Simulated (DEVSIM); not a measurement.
Structure: Si p-n junction from an implanted or diffused profile, at 300 K.

Layer 1 from the left is Si, thickness (μm) 56.0, Nd (cm⁻³) 2.4e15, τn (s) 2.1e-5, τp (s) 2.1e-5.

Added acceptor profile: 4.3e17 cm⁻³ × exp(−(x − 0.15 μm)²/(2·(0.07 μm)²)). Left contact: ohmic. Right contact: ohmic. Voltage is applied to the left contact. Recombination: SRH at mid-gap. Gap narrowing is on: ΔEg = 6.92 meV × (l + √(l² + 0.5)), l = ln(N/1.3e17 cm⁻³), shared equally by both band edges. Mobility is μmin + (μ − μmin)/(1 + (N/Nref)^α).

The device is made up for the run: typed textbook-type constants, with dimensions and the other settings drawn at random. Values at 300 K.

Si: gap (eV) 1.124, affinity (eV) 4.05, permittivity 11.7, Nc (cm⁻³) 2.86e19, Nv (cm⁻³) 3.1e19, μn (cm²/Vs) 1417, μp (cm²/Vs) 470, μn,min 52, μp,min 45, Nref,n 9.7e16, Nref,p 2.2e17, αn 0.68, αp 0.72.

Model (solved in DEVSIM): 1D drift-diffusion, Boltzmann statistics, complete ionisation; no tunnelling, impact ionisation, image-force lowering or self-heating.

**Question.** What does the simulation give for the potential step across the device at zero bias, the dark forward voltage at 100 A/cm², the dark forward voltage at 1 A/cm²?

**Answer.** potential step across the device at zero bias 0.709 V; dark forward voltage at 100 A/cm² 0.951 V; dark forward voltage at 1 A/cm² 0.613 V.
